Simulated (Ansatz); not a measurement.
Start from PbTe in the rock salt structure (space group Fm-3m, No. 225).

```xyz
2
Lattice="0.0000 3.1898 3.1898 3.1898 0.0000 3.1898 3.1898 3.1898 0.0000" Properties=species:S:1:pos:R:3 pbc="T T T"
Te     3.1898     3.1898     3.1898
Pb     0.0000     0.0000     0.0000
```

Method: LDA, PAW, 420 eV (Ansatz, an electronic-structure program; without spin-orbit coupling).

Base values:

The width of the top valence band comes out as 3.01 eV and the volume per atom is 32.46 Å³.

Perturbation: hydrostatic tension (pressure −2 GPa).

**Question.** Predict the new width of the top valence band, volume per atom and mean gap deformation potential ΔEg/Δln V.

**Answer.** The width of the top valence band decreases by 0.28 eV to 2.73 eV; the volume per atom increases by 1.518 Å³ (32.46 Å³ → 33.97 Å³); the mean gap deformation potential ΔEg/Δln V comes out as +2.1 eV.

Spin-orbit coupling, missing from the scalar runs, can matter with Pb and Te. Load acts through the strain it causes; cell and atoms are relaxed under it. No phonon test of stability was made.
